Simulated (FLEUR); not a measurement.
Worked example: self-consistent single point of CrMo3 (R3m, 4 atoms in the cell) in FLEUR.

Level of theory: PBEsol, all-electron FLAPW (FLEUR), scalar-relativistic valence in FLEUR.

The change in words: lattice scaled by 0.98. Reference geometry:
```yaml
crystal:
  lattice:
    - [1.43431, 0.82810, 8.06022]
    - [-1.43431, 0.82810, 8.06022]
    - [0.00000, -1.65620, 8.06022]
  atoms:
    - { symbol: Cr, position: [0.87645, 0.87645, 0.87645] }
    - { symbol: Mo, position: [0.13105, 0.13105, 0.13105] }
    - { symbol: Mo, position: [0.70676, 0.70676, 0.70676] }
    - { symbol: Mo, position: [0.28574, 0.28574, 0.28574] }
```

Reference input (self-consistent single point, DFT, PBEsol, all-electron FLAPW (FLEUR), scalar-relativistic valence): Kmax = 3.6 1/bohr; GmaxXC = 14.4 1/bohr; xcFunctional = PBEs; jspins = 1; l_soc = F; mode = hist; fermiSmearingEnergy = 0.00367493 Htr; mesh (inpgen div1-3) = 8 8 8; inpgen gamma flag = true; Gmax = 14.4 1/bohr; numbands = 0; maxIterBroyd = 25. This run's input differs from it in these lines:

```diff
@@ -3,6 +3,6 @@
 &input film=f /
-0.1743077968 0.1006366888 0.9795351187
--0.1743077968 0.1006366888 0.9795351187
-0.0000000000 -0.2012732715 0.9795351296
-15.5498337492
+0.1743078040 0.1006366937 0.9795351170
+-0.1743078040 0.1006366937 0.9795351170
+0.0000000000 -0.2012732791 0.9795351281
+15.2388378724
 1.0 1.0 1.0
@@ -46,5 +46,5 @@
          <bravaisMatrix>
-            <row-1>    2.7104572614293354     1.5648837799099775    15.2316082472878875</row-1>
-            <row-2>   -2.7104572614293354     1.5648837799099775    15.2316082472878875</row-2>
-            <row-3>    0.0000000000000000    -3.1297659099825941    15.2316084167810750</row-3>
+            <row-1>    2.6562483650500761     1.5335862593086784    14.9269768382853645</row-1>
+            <row-2>   -2.6562483650500761     1.5335862593086784    14.9269768382853645</row-2>
+            <row-3>    0.0000000000000000    -3.0671708682512153    14.9269770074364647</row-3>
          </bravaisMatrix>
```

The program printed (abridged):

```
 Iteration:     1   Distance:      26.53806460 me/bohr^3
 Iteration:     2   Distance:      18.46509314 me/bohr^3
 Iteration:     3   Distance:      16.64196875 me/bohr^3
 Iteration:     4   Distance:      11.11880319 me/bohr^3
 Iteration:     5   Distance:       6.43382708 me/bohr^3
   [... 15 lines left out ...]
 Iteration:    21   Distance:       0.00006164 me/bohr^3
 Iteration:    22   Distance:       0.00004071 me/bohr^3
 Iteration:    23   Distance:       0.00003842 me/bohr^3
 Iteration:    24   Distance:       0.00000206 me/bohr^3
 Reset of history
 Run finished successfully
 Stop message:
   Structural relaxation: new displacements generated

[file out, last iteration]
             iter=     25
[...]
          total density-effective poten   -2.1441360235E+04
          total charge density-energy d   -4.1316916869E+02
 Updated energy parameters for spin:           1
[...]
 fermi energy and band-weighting factors:
    1.070205    1.090763    1.133631

[...]
FERMIE:
          first approx. to ef    (T=0)  :   0.611503 htr   (energy of the highest occ. eigenvalue)
          number of occ. states  (T=0)  :       1828
          first approx. to seigv (T=0)  : -18.983793 htr
          sum of weights of occ. states :  28.015625
          sum of semicore charge        :   0.000000 e
FERHIS:  Fermi-Energy by histogram:
          bandgap                     :   0.000054 htr
   [... lines left out ...]
          charge neutrality (T=0)     :   0.031250    (zero if the highest occ. eigenvalue is "entirely" occupied)
     EF_NEWTON:  Adjust Fermi-Energy by Newton-Method.
 Direct bandgap for spin            1 :    3.6249794330043272E-003  Htr
 ---->    free energy=                    -13192.0583840073 htr
   [... lines left out ...]
 TOTAL FORCE FOR ATOM TYPE=  2  X=  0.000   Y=  0.000   Z=  5.869
                       FX_TOT= 0.000000 FY_TOT= 0.000000 FZ_TOT=-0.005854
 TOTAL FORCE FOR ATOM TYPE=  3  X=  0.000   Y=  0.000   Z=-13.132
                       FX_TOT= 0.000000 FY_TOT= 0.000000 FZ_TOT= 0.001820
 TOTAL FORCE FOR ATOM TYPE=  4  X=  0.000   Y=  0.000   Z= 12.796
                       FX_TOT= 0.000000 FY_TOT= 0.000000 FZ_TOT= 0.003164
```

The run converged in 24 iterations. FLEUR gives forces in its relaxation mode, with a further iteration, so its stop message speaks of a relaxation. Against the reference run the free energy rises by 77.9 meV/atom and the largest force goes from 0.203 to 0.301 eV/Å.

The starting cell comes from a database of computed structures (which also holds hypothetical and non-ambient phases and stackings), without a prior relaxation at this level. Its lattice was rescaled by a random factor within 2.5 % of one. For this run, on top of that: lattice scaled by 0.98. Spin polarisation is off. Values depend on the basis (sphere radii, cutoffs, local orbitals), which need not be converged. The log's line on a gap gives a spacing of levels on this mesh, which the program prints for metals too.

Cost on one core of a shared machine: roughly 6 min.
